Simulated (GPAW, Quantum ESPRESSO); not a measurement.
One structure in several programs: Ce (Fm-3m, 1 atom in the cell)

Self-consistent single point.

```
CELL_PARAMETERS angstrom
      0.00000     2.35327     2.35327
      2.35327     0.00000     2.35327
      2.35327     2.35327     0.00000
ATOMIC_POSITIONS crystal
  Ce 0.00000 0.00000 0.00000
```

All programs got the same cell, k-point mesh and kind of occupations (in GPAW's words: kpts = 10 10 10; mesh shift (steps) = 0 0 0; occupations.name = fermi-dirac; occupations.width = 0.1 eV); potentials, basis and cutoffs are each program's usual ones.

| code | model | pressure (GPa) | cutoff |
|---|---|---|---|
| GPAW | PBE, GPAW PAW datasets PBE (gpaw-data 1.0.1) | 1.52 | 850 eV |
| Quantum ESPRESSO | PBE, SSSP 1.1.2 efficiency (PBE) pseudopotentials | 1.47 | 50 Ry |

The spread over the programs that give each value: pressure within 0.05 GPa.

The starting cell comes from a database of computed structures (which also holds hypothetical and non-ambient phases and stackings), without a prior relaxation at this level. Its lattice was rescaled by a random factor within 2.5 % of one. On GPAW's run: Spin-orbit coupling is off. Spin polarisation is off. The f electrons are in the valence without U or exact exchange, which can misplace them near the Fermi level. Spin-orbit terms, which matter for f shells, are left out.

Why do the programs differ, and what cannot be compared?

Differences of this kind can come from the potentials, where these differ, and from what each basis and cutoff leave unconverged. The zero of total energies and Fermi levels follows the potentials and each program's conventions, so they are not compared here.

Left out of this page: Ansatz (with a known weakness of the program); Elk and FLEUR (not drawn, or without a comparable value).

Keys are those of Ansatz 0.2.
